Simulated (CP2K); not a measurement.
## Worked example: self-consistent single point of ZnS (F-43m, 2 atoms in the cell) in CP2K

Method: PBE, GPW, DZVP-MOLOPT-SR-GTH basis, GTH-PBE potentials (GTH_POTENTIALS) in CP2K 2026.2.

Input as run:

```
&GLOBAL
  PROJECT scf
  RUN_TYPE ENERGY_FORCE
  PRINT_LEVEL MEDIUM
&END GLOBAL
&FORCE_EVAL
  METHOD Quickstep
  STRESS_TENSOR ANALYTICAL
  &DFT
    BASIS_SET_FILE_NAME BASIS_MOLOPT
    POTENTIAL_FILE_NAME GTH_POTENTIALS
    &QS
      METHOD GPW
      EPS_DEFAULT 1E-11
    &END QS
    &MGRID
      CUTOFF 600
      REL_CUTOFF 60
      NGRIDS 5
    &END MGRID
    &SCF
      SCF_GUESS ATOMIC
      EPS_SCF 1E-6
      MAX_SCF 100
      ADDED_MOS 4
      &DIAGONALIZATION
        ALGORITHM STANDARD
      &END DIAGONALIZATION
      &MIXING
        METHOD BROYDEN_MIXING
        ALPHA 0.2
        NBUFFER 12
        BETA 1
      &END MIXING
      &SMEAR ON
        METHOD FERMI_DIRAC
        ELECTRONIC_TEMPERATURE [K] 116.05
      &END SMEAR
    &END SCF
    &KPOINTS
      SCHEME MONKHORST-PACK 6 6 6
      GAMMA_CENTERED T
    &END KPOINTS
    &XC
      &XC_FUNCTIONAL PBE
      &END XC_FUNCTIONAL
    &END XC
    &PRINT
      &MO
        EIGENVALUES T
        OCCUPATION_NUMBERS T
        NDIGITS 8
        FILENAME mo
        &EACH
          QS_SCF 0
        &END EACH
        ADD_LAST NUMERIC
      &END MO
      &MULLIKEN ON
      &END MULLIKEN
    &END PRINT
  &END DFT
  &SUBSYS
    &CELL
      A 3.76944600 0.00000000 0.00000000
      B 1.88472300 3.26443600 0.00000000
      C 1.88472300 1.08814500 3.07774000
      PERIODIC XYZ
    &END CELL
    &COORD
      SCALED
      Zn       0.00000000     0.00000000     0.00000000
      S        0.25000000     0.25000000     0.25000000
    &END COORD
    &KIND Zn
      BASIS_SET DZVP-MOLOPT-SR-GTH-q12
      POTENTIAL GTH-PBE-q12
    &END KIND
    &KIND S
      BASIS_SET DZVP-MOLOPT-SR-GTH-q6
      POTENTIAL GTH-PBE-q6
    &END KIND
  &END SUBSYS
  &PRINT
    &FORCES ON
    &END FORCES
    &STRESS_TENSOR ON
    &END STRESS_TENSOR
  &END PRINT
&END FORCE_EVAL
```

Output (repeated stretches shortened):

```
 GLOBAL| Method name                                                        CP2K
 GLOBAL| Project name                                                        scf
 GLOBAL| Run type                                                   ENERGY_FORCE

 CELL| Volume [angstrom^3]:                                            37.871945
 CELL| Vector a [angstrom]:       3.769     0.000     0.000   |a| =     3.769446
 CELL| Vector b [angstrom]:       1.885     3.264     0.000   |b| =     3.769446
 CELL| Vector c [angstrom]:       1.885     1.088     3.078   |c| =     3.769446
 CELL| Angle (b,c), alpha [degree]:                                    60.000006
 CELL| Angle (a,c), beta  [degree]:                                    60.000001
 CELL| Angle (a,b), gamma [degree]:                                    60.000000
 CELL| Numerically orthorhombic:                                              NO
 CELL| Periodicity                                                           XYZ

 DFT| Spin restricted Kohn-Sham (RKS) calculation                            RKS
 DFT| Multiplicity                                                             1
 DFT| Number of spin states                                                    1
 DFT| Charge                                                                   0
 DFT| XC density smoothing                                                  NONE
 DFT| XC derivatives                                                          PW

 QS| Method:                                                                 GPW
 QS| Density plane wave grid type                        NON-SPHERICAL FULLSPACE
 QS| Number of grid levels:                                                    5
 QS| Density cutoff [a.u.]:                                                300.0
 QS| Multi grid cutoff [a.u.]: 1) grid level                               300.0
   [... lines left out ...]
 BRILLOUIN| Wavefunction type                                            COMPLEX
 BRILLOUIN| List of Kpoints [2 Pi/Bohr]                                      112
 BRILLOUIN| Number           Weight            X              Y              Z
 BRILLOUIN|     1           0.00926       -0.33333       -0.33333       -0.33333
 BRILLOUIN|     2           0.00926       -0.33333       -0.33333       -0.16667
 BRILLOUIN|     3           0.00926       -0.33333       -0.33333        0.00000
   [... 109 lines left out ...]
 *******************************************************************************

 Extrapolation method: initial_guess

 Re-scaling the density matrix to get the right number of electrons
                  # Electrons              Trace(P)               Scaling factor
                           18                18.000                        1.000

 Number of electrons:                                                         18
 Number of occupied orbitals:                                                  9
 Number of molecular orbitals:                                                13

 Number of orbital functions:                                                 38
 Number of independent orbital functions:                                     38
 SCF WAVEFUNCTION OPTIMIZATION

  Step     Update method      Time    Convergence         Total energy    Change
     1 NoMix/Diag. 0.20E+00      -     1.63628242       -70.8960567495 -7.09E+01
     2 Broy./Diag. 0.20E+00      -     0.03347667       -70.7233792384  1.73E-01
     3 Broy./Diag. 0.20E+00      -     0.08584699       -70.7154059848  7.97E-03
     4 Broy./Diag. 0.20E+00      -     0.01172185       -70.7492973858 -3.39E-02
     5 Broy./Diag. 0.20E+00      -     0.00422811       -70.8170181285 -6.77E-02
     6 Broy./Diag. 0.20E+00      -     0.00324480       -70.8154064253  1.61E-03
     7 Broy./Diag. 0.20E+00      -     0.00038242       -70.7977783414  1.76E-02
     8 Broy./Diag. 0.20E+00      -     0.00060502       -70.7953685165  2.41E-03
     9 Broy./Diag. 0.20E+00      -     0.00004387       -70.7967369945 -1.37E-03
    10 Broy./Diag. 0.20E+00      -     0.00003675       -70.7973679254 -6.31E-04
    11 Broy./Diag. 0.20E+00      -     0.00000130       -70.7974356341 -6.77E-05
    12 Broy./Diag. 0.20E+00      -     0.00000190       -70.7974176118  1.80E-05
    13 Broy./Diag. 0.20E+00      -     0.00000020       -70.7974164983  1.11E-06
  *** SCF run converged in    13 steps ***

  Electronic density on regular grids:        -17.9999999976        0.0000000024
  Core density on regular grids:               17.9999999998       -0.0000000002
  Total charge density on r-space grids:        0.0000000022
  Total charge density g-space grids:           0.0000000022

  Overlap energy of the core charge distribution:               0.00000000267154
  Self energy of the core charge distribution:               -103.82984772853666
  Core Hamiltonian energy:                                     30.94192622909411
  Hartree energy:                                              13.40138712603701
  Exchange-correlation energy:                                -11.31088212759393
  Electronic entropic energy:                                  -0.00000000000000
  Fermi energy:                                                 0.18136766370336

  Total energy:                                               -70.79741649832793
  Total energy (extrapolated to T->0):                        -70.79741649832793

                     Mulliken Population Analysis

 #  Atom  Element  Kind  Atomic population                           Net charge
       1     Zn       1         12.169957                             -0.169957
       2     S        2          5.830043                              0.169957
 # Total charge                             18.000000                  0.000000

 ENERGY| Total FORCE_EVAL ( QS ) energy [hartree]            -70.797414135498485

 FORCES| Atomic forces [hartree/bohr]
 FORCES|   Atom     x               y               z               |f|
 FORCES|      1 -2.53666575E-08 -2.03338896E-08 -2.28087681E-08   3.97136535E-08
 FORCES|      2  2.80216678E-08  2.18691765E-08  2.38960027E-08   4.28309898E-08
 FORCES| Sum     2.65501029E-09  1.53528694E-09  1.08723466E-09
 FORCES| Total atomic force                                       3.25396140E-09

 STRESS| Analytical stress tensor [bar]
 STRESS|                        x                   y                   z
 STRESS|      x        5.48377045877E+04   2.81503494995E+00   1.99053079482E+00
 STRESS|      y        2.81503494995E+00   5.48343218129E+04   1.17646522462E+00
 STRESS|      z        1.99053079482E+00   1.17646522462E+00   5.48334600470E+04
 STRESS| 1/3 Trace                                             5.48351621492E+04
```

The run converged in 13 iterations.

The starting cell comes from a database of computed structures (which also holds hypothetical and non-ambient phases and stackings), without a prior relaxation at this level. Its lattice was rescaled by a random factor within 2.5 % of one. Values carry the incompleteness of an atom-centred basis. With a pressure of about 5 GPa the cell is away from its equilibrium volume at this level.

Cost on one core of a shared machine: roughly 60 s.
